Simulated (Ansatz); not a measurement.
AgAl (model structure, Fm-3m, No. 225, 2 atoms in the cell), treated with PBE in Ansatz (PAW).

Run with plane-wave cutoff 520 eV, no spin polarisation, scalar-relativistic PAW data made under PBE.

Cell (relaxed at this level):

AgAl is taken in the cubic space group Fm-3m (No. 225), the rock salt structure, Pearson symbol cF8. Cell: a = 5.408 Å, b = 5.408 Å, c = 5.408 Å, α = 90.00°, β = 90.00°, γ = 90.00°. Ag on 4a sees 6 Al at 2.704 Å and 12 Ag at 3.824 Å. Al on 4b is coordinated by 6 Ag at 2.704 Å (octahedral). (Neighbours: up to the widest gap in distance over summed covalent radii, below 1.35, at either atom.)
(The calculation used a cell of 2 atoms; values per cell refer to that cell.)

Task: Give the computed bulk modulus.

Result: 
- bulk modulus: 64.8 GPa

Note: the bulk modulus is −V dP/dV from two relaxed cells at ±2 % in volume; the relaxation could raise the start's symmetry but not lower it, so the cell can be a saddle point.

Computed values are for the static lattice.

Cost on a shared machine: roughly 100 core-seconds.

A model structure was made by putting elements into a prototype or built by hand; it is no filed structure, need not be a known phase, and can be a saddle point held by its symmetry.

Ansatz is a program for electronic structure.
